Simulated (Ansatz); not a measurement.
Levels about the gap of amorphous Si$_{51}$N$_{54}$ (105 atoms in a cell of 1220 Å³, 2.98 g/cm³; zone centre alone, so wide bands show as single levels with stretches between that a denser mesh fills), at the geometry that PBE relaxed, where it gives 0.0 GPa on a denser mesh. Exact exchange is cut at the faces of this small cell, which leaves a finite-size error. The participation number counts the atoms over which a state spreads; weights are charges in smoothed Voronoi cells. The levels come from a single point, so bond lengths are those of that geometry. Method of the levels: HSE06, scalar-relativistic without spin-orbit coupling (Ansatz, an electronic-structure program). Sampling: the zone centre alone; Fermi-Dirac width 0.01 eV; collinear spin, started from moments on atoms (the moments died out). The usual formal charges leave 42 electrons over, so the level spacing at the Fermi energy parts defect or band states and needn't be the band gap. With spare charge at the zone centre alone, a hybrid can open a spacing that a denser mesh would close.

A CHGNet melt-quench gave the starting glass, which DFT then relaxed. N atoms were pushed apart under 1.9 Å during the dynamics, to hinder bonds among them. The hot cell started wider than the set density and was brought back towards it in steps. It is the lowest in DFT energy of 2 quenches. It is a model cell: composition and starting density were chosen by hand, and all elements were melted together. No dispersion term was used. Its density started from a set value of 3.09 and ended at 2.98 g/cm³. Cooling (nominally 120 K/ps over its main leg) ran many orders faster than in experiment, which tends to leave more defects and strain. One small periodic cell is one sample of the glass; other quenches scatter about these values. The volume was free in the relaxation, at fixed shape. Stress components on the final sampling reach 3.1 GPa. On a 2×2×2 Γ-centred mesh force components of up to 0.15 eV/Å stay, since the relaxation ran on the zone centre alone.

```
E - E(highest filled), eV  filling  spin  participation number        largest on  weight Si  weight N
-------------------------  -------  ----  --------------------  ----------------  ---------  --------
-1.00                       filled    up                  28.9  Si, 4 neighbours       0.62      0.38
-0.74                       filled    up                  20.1  Si, 3 neighbours       0.68      0.32
-0.74                       filled    dn                  20.1  Si, 3 neighbours       0.68      0.32
-0.18                       filled    up                  20.3  Si, 4 neighbours       0.65      0.35
-0.18                       filled    dn                  20.3  Si, 4 neighbours       0.65      0.35
0.00                        filled    up                  27.1  Si, 3 neighbours       0.69      0.31
0.00                        filled    dn                  27.1  Si, 3 neighbours       0.69      0.31
1.83                         empty    up                  19.8  Si, 4 neighbours       0.70      0.30
1.83                         empty    dn                  19.8  Si, 4 neighbours       0.70      0.30
1.92                         empty    up                  21.3  Si, 3 neighbours       0.70      0.30
1.92                         empty    dn                  21.3  Si, 3 neighbours       0.70      0.30
1.96                         empty    dn                  31.9  Si, 4 neighbours       0.69      0.31
1.96                         empty    up                  31.9  Si, 4 neighbours       0.69      0.31
2.10                         empty    up                  35.5  Si, 4 neighbours       0.67      0.33
```

Most localised among these is the empty level at +1.83 eV, on a Si atom, which has 4 neighbours (N 1.77 Å, N 2.06 Å, Si 2.41 Å, Si 2.42 Å).
